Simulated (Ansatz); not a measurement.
TiAl2O5 (Cmcm, No. 63; cell taken from a computed entry) was calculated with PBEsol in Ansatz (PAW).

Run with plane-wave cutoff 500 eV, 12×12×4 k mesh (along the axes of the cell as run), gaussian smearing 0.02 eV, no spin polarisation, scalar-relativistic PAW data made under PBE.

Cell (relaxed at this level):

```
CELL_PARAMETERS angstrom
      1.80200    -4.68032     0.00000
      1.80200     4.68032     0.00000
      0.00000     0.00000     9.64137
ATOMIC_POSITIONS crystal
  Ti 0.31508 0.68492 0.75000
  Ti 0.68492 0.31508 0.25000
  Al 0.35924 0.64076 0.44384
  Al 0.64076 0.35924 0.55616
  Al 0.64076 0.35924 0.94384
  Al 0.35924 0.64076 0.05616
  O  0.18765 0.81235 0.56674
  O  0.81235 0.18765 0.43326
  O  0.81235 0.18765 0.06674
  O  0.18765 0.81235 0.93326
  O  0.45531 0.54469 0.61761
  O  0.54469 0.45531 0.38239
  O  0.54469 0.45531 0.11761
  O  0.45531 0.54469 0.88239
  O  0.73577 0.26423 0.75000
  O  0.26423 0.73577 0.25000
```

Problem. What does this level give for the band gap?

Solution. 
- band gap: 3.02 eV (on the SCF k mesh)

Note: the relaxation could not lower the start's symmetry, so the cell can be a saddle point above a distorted one.

Static lattice: no zero-point or thermal effects.

Ansatz is a quantum-chemistry and plane-wave program.
